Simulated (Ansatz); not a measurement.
Effect of holes 5.0×10^20 cm⁻³ on GaN

Consider GaN in the zinc blende structure (space group F-43m, No. 216; a = 4.498 Å).

Now apply this change: hole doping at 5.0×10^20 cm⁻³ (0.0114 per cell), with a uniform compensating background at fixed cell and a 300 K Fermi–Dirac width.

All numbers come from PBEsol (Ansatz, an electronic-structure program, PAW, no spin-orbit coupling). Γ-centred 29×29×29 mesh, Fermi–Dirac width 0.0259 eV.

The gap between the host's bands rises by 0.01 eV, from 1.70 eV to 1.71 eV and the gap character is still direct at Γ. The Fermi level relative to the doped band's edge (positive inside the band; to 0.05 eV) is +0.05 eV.

Cost of the whole job for the changed cell (relaxation, final SCF and bands): about 30 core-seconds (a rough figure).

Carriers are added with a uniform compensating background; total energy and stress of such cells depend on the potential's zero and are not compared; many-body gap narrowing is missing at this level. No phonon test of stability was made. This is not the structure that GaN has at room temperature and ambient pressure.
